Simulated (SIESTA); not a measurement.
Relaxation of the atoms of LaMg6Bi (Amm2, 8 atoms in the cell) at several settings

```yaml
crystal:
  lattice:
    - [5.33476, 0.00000, 0.00000]
    - [0.00000, 3.18559, 6.27604]
    - [0.00000, -3.18559, 6.27604]
  atoms:
    - { symbol: La, position: [0.50000, 0.17717, 0.17717] }
    - { symbol: Mg, position: [0.50000, 0.67003, 0.17179] }
    - { symbol: Mg, position: [0.50000, 0.17179, 0.67003] }
    - { symbol: Mg, position: [0.00000, 0.81654, 0.31732] }
    - { symbol: Mg, position: [0.00000, 0.31732, 0.81654] }
    - { symbol: Mg, position: [0.00000, 0.34529, 0.34529] }
    - { symbol: Mg, position: [0.00000, 0.83492, 0.83492] }
    - { symbol: Bi, position: [0.50000, 0.66694, 0.66694] }
```

Base: GGA PBEsol, numerical atomic orbitals DZP, PseudoDojo PBEsol standard norm-conserving potentials (rewritten from UPF to PSML) (SIESTA). Its settings: XC.functional = GGA; XC.authors = PBEsol; potentials = PseudoDojo PBEsol standard; PAO.BasisSize = DZP; PAO.EnergyShift = 0.01 Ry; MeshCutoff = 300 Ry; kgrid.MonkhorstPack = 4 3 3; OccupationFunction = MP; OccupationMPOrder = 1; ElectronicTemperature = 0.1 eV; MaxSCFIterations = 150; SCF.Mixer.Method = Pulay; SCF.Mixer.Weight = 0.25; SCF.Mixer.History = 8; SCF.DM.Tolerance = 1.0E-04. Starting volume 26.66 Å³ per atom.

Each line gives the change from the base single point and the result:

- atoms moved at random; MD.TypeOfRun: default → Broyden; MD.Steps: default → 40; MD.MaxForceTol: default → 0.005 eV/Ang: the relaxation ended unconverged.
- MD.TypeOfRun: default → Broyden; MD.Steps: default → 40; MD.MaxForceTol: default → 0.02 eV/Ang: pressure -0.93 GPa; largest force (vector length) 0.020 eV/Å; relaxation steps 8; free energy against the base single point -3.4 meV/atom.
- atoms moved at random; SCF.DM.Tolerance: 1.0E-04 → default; SCF.DM.Converge: default → false; SCF.H.Converge: default → false; SCF.FreeE.Converge: default → true; SCF.FreeE.Tolerance: default → 1.0E-03 eV; MD.TypeOfRun: default → Broyden; MD.Steps: default → 40; MD.MaxForceTol: default → 0.03 eV/Ang: pressure -0.94 GPa; largest force (vector length) 0.031 eV/Å; relaxation steps 14; free energy against the base single point -3.4 meV/atom.

The starting cell comes from a database of computed structures (which also holds hypothetical and non-ambient phases and stackings), without a prior relaxation at this level. Values carry the incompleteness of an atom-centred basis.
